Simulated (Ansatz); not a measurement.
BaHfO3 under a change: isotropic strain +1.80 %

The parent structure is BaHfO3 in the cubic perovskite structure (space group Pm-3m, No. 221; a = 4.206 Å).

The change: every lattice vector is stretched by 1.80 %; the atoms relax in the strained cell.

Method: PBE/PAW in Ansatz (a program for electronic structure), no SOC. Settings: 8×8×8 k-points, 0.05 eV Fermi–Dirac smearing.

```csv
quantity,base,changed,shift
volume per atom,14.88 Å³,15.70 Å³,+0.82 Å³
space group,Pm-3m (No. 221),Pm-3m (No. 221),–
energy relative to the base (free energy F),0 meV/atom,+20 meV/atom,+20 meV/atom
band gap,3.62 eV,3.50 eV,-0.12 eV
gap character,"indirect, R → Γ","indirect, R → Γ",–
smallest direct gap,3.76 eV,3.71 eV,-0.05 eV
mean gap deformation potential ΔEg/Δln V,–,-2.2 eV,–
width of the top valence band,0.80 eV,0.75 eV,-0.05 eV
"electron mass (degenerate bands, along [100])","0.35, 0.35, 2.3 mₑ (at Γ)","0.36, 0.36, 2.4 mₑ (at Γ)",–
```

Cost of the whole job for the changed cell (relaxation, final SCF and bands): very roughly 40 core-seconds.

Spin-orbit coupling, missing from the scalar runs, can matter with Hf. Effective masses come from finite differences of ±0.01 Å⁻¹. Stability against distortions was not tested.
